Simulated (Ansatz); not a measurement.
Functionals compared on the (0001) surface of hcp Be in its 1x1 cell, outermost plane spacing 1.78 Å in the ideal cut, in Ansatz (plane waves, PAW). The structure was relaxed with PBE; the other rows are single points on it, each with its references at the same level. Cutoff 420 eV (500 eV for r2SCAN).

Slab: 7 atoms, 10.7 Å thick at the start; k 19x19x1, smearing 0.1 eV, dipole-corrected; all atoms relaxed; start symmetry kept, larger cells not searched; no spin, no spin-orbit, no U. These notes are the PBE run's.

| functional | surface energy (J/m²) | work function of the top face (eV) | rough cost of the single point |
|---|---|---|---|
| PBE | 1.82 | 5.30 | – |
| LDA | 2.16 | 5.49 | about 7 core-seconds (a rough figure) |
| PBEsol | 2.01 | 5.36 | around 8 core-seconds (rough) |
| RPBE | 1.64 | 5.22 | around 8 core-seconds (rough) |
| r2SCAN | … | … | about 15 core-seconds (a rough figure) |

Problem. Some entries are withheld; supply them.

Solution. 
- r2SCAN, surface energy (J/m²): 1.89
- r2SCAN, work function of the top face (eV): 5.36

Ansatz is a quantum-chemistry and plane-wave program.
